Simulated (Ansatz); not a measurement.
MgO under a change: uniaxial strain ε_zz = −3.00 %

Consider MgO in the rock salt structure (space group Fm-3m, No. 225; a = 4.159 Å). Axes: x, y, z lie along the cube axes.

Modification: uniaxial strain ε_zz = −3.00 %, all other strain components held at zero, atoms relaxed at fixed cell.

Calculations: DFT with LDA, PAW potentials and a 420 eV plane-wave cutoff in Ansatz (an electronic-structure program), scalar-relativistic without spin-orbit coupling. Settings: 14×14×14 k-points, 0.05 eV Fermi–Dirac smearing.

The volume per atom shrinks by 0.27 Å³ (8.99 Å³ → 8.72 Å³) and the space group goes from Fm-3m (No. 225) to I4/mmm (No. 139). The shortest interatomic distance shrinks by 0.0624 Å to 2.017 Å and the energy rises by 9.3 meV/atom. The pressure (mean of the normal stresses, compression positive) rises by 5.97 GPa (-0.01 GPa → 5.96 GPa) and the band gap grows by 0.29 eV (5.03 eV → 5.32 eV). The gap character stays direct at Γ and the electron mass goes from 0.36 mₑ (at Γ) to 0.39 mₑ along z, 0.36 mₑ across (at Γ). The valence-band top at Γ (three highest levels, from the VBM) changes from 0.00, 0.00, 0.00 eV to 0.00, 0.00, -0.06 eV and the stress (xx, yy, zz, yz, xz, xy; compression positive) is (3.04, 3.04, 11.79, 0.00, 0.00, 0.00) GPa.

Final structure:

```xyz
2
Lattice="0.0000 2.0796 2.0172 2.0796 0.0000 2.0172 2.0796 2.0796 0.0000" Properties=species:S:1:pos:R:3 pbc="T T T"
Mg     0.0000     0.0000     0.0000
O      2.0796     2.0796     2.0172
```

Effective masses come from finite differences of ±0.01 Å⁻¹. No phonon test of stability was made. Labels are those of the standard path for the cell's own space group.
